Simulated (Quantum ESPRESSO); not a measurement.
## Several settings converged on KCrF₃ (P4mm, 5 atoms in the cell)

```xyz
5
Lattice="4.1059 0.0000 0.0000 0.0000 4.1059 0.0000 0.0000 0.0000 4.6144" Properties=species:S:1:pos:R:3 pbc="T T T"
K      2.0529     2.0529     2.3572
Cr     0.0000     0.0000     0.0000
F      0.0000     0.0000     2.3072
F      0.0000     2.0529     0.0000
F      2.0529     0.0000     0.0000
```
Moments meant for the start (each program seeds them in its own way; μB, in the order of the atoms K Cr F F F): 0.0 3.0 0.0 0.0 0.0.

Base method: LDA (PZ)+U, GBRV 1.5 ultrasoft (LDA) pseudopotentials (plane waves; Quantum ESPRESSO 7.5).

Base settings: ecutwfc = 50 Ry; ecutrho = 400 Ry; occupations = smearing; smearing = fd; degauss = 0.000734986 Ry; nspin = 2; potentials = {K: k_lda_v1.4.uspp.F.UPF, Cr: cr_lda_v1.5.uspp.F.UPF, F: f_lda_v1.4.uspp.F.UPF}; K_POINTS = automatic 2 2 2 0 0 0; HUBBARD = ortho-atomic; U Cr-3d 3.7 eV; conv_thr = 1e-10 Ry.

The count of work is k-points × plane waves × bands × iterations; it is no time. Core times come from one kind of shared machine, to one figure; runs under 30 s give none.

**The plane-wave cutoff**

Moved along: ecutrho.

The mesh stays at the base's, so the ladder's end is converged at best in this setting alone.

Only quantities that move along the ladder and can be compared are tabulated; the gap is left out on so coarse a mesh.

| ecutwfc | free energy less the last step's (meV/atom) | pressure (GPa) | largest difference of a force vector from the last step's (eV/Å) | count of work / last | core time / last (rough) |
|---|---|---|---|---|---|
| 17.5 Ry | 7284.13 | -267.24 | 0.016 | 0.070 | – |
| 22 Ry | 1972.20 | -93.59 | 0.020 | 0.16 | – |
| 28 Ry | 347.15 | -26.27 | 0.008 | 0.31 | 0.3 |
| 50 Ry | 2.15 | -7.12 | 0.001 | 1.2 | 1 |
| 68 Ry | 0.00 | -7.17 | 0.000 | 1.0 | 1 |

Coarsest ecutwfc that holds the free energy within 5 meV/atom of the last step, with all finer ones: 50 Ry; the step before is off by 350 meV/atom.

Coarsest ecutwfc that holds the forces within 0.005 eV/Å of the last step, with all finer ones: 50 Ry; the step before is off by 0.008 eV/Å.

Coarsest ecutwfc that holds the pressure within 0.5 GPa of the last step, with all finer ones: 50 Ry; the step before is off by 19 GPa.

At the lowest cutoff the pressure lies 260 GPa under the last step's, the usual sign of Pulay stress in an incomplete plane-wave basis.

**The density cutoff**

The mesh stays at the base's, so the ladder's end is converged at best in this setting alone.

Only quantities that move along the ladder and can be compared are tabulated; the gap is left out on so coarse a mesh.

| ecutrho | free energy less the last step's (meV/atom) | pressure (GPa) | core time / last (rough) |
|---|---|---|---|
| 100 Ry | -7.35 | -6.50 | – |
| 200 Ry | 0.06 | -7.12 | 0.7 |
| 400 Ry | 0.02 | -7.12 | 1 |
| 600 Ry | 0.00 | -7.12 | 1 |

Coarsest ecutrho that holds the pressure within 0.5 GPa of the last step, with all finer ones: 200 Ry; the step before is off by 0.62 GPa.

Coarsest ecutrho that holds the free energy within 5 meV/atom of the last step, with all finer ones: 200 Ry; the step before is off by 7.3 meV/atom.

On the base run: the starting cell comes from a database of computed structures (which also holds hypothetical and non-ambient phases and stackings), without a prior relaxation at this level. Its lattice was rescaled by up to half a per cent. One atom was moved a little off its site on purpose. With one magnetic atom in the cell only a parallel order is possible. With U or open f shells several self-consistent states can exist. In the base run, with a pressure of about -7 GPa the cell is away from its equilibrium volume at this level. The mesh is very coarse (it stands for a supercell whose shortest vector is 8 Å): a converged loop gives no converged values here.
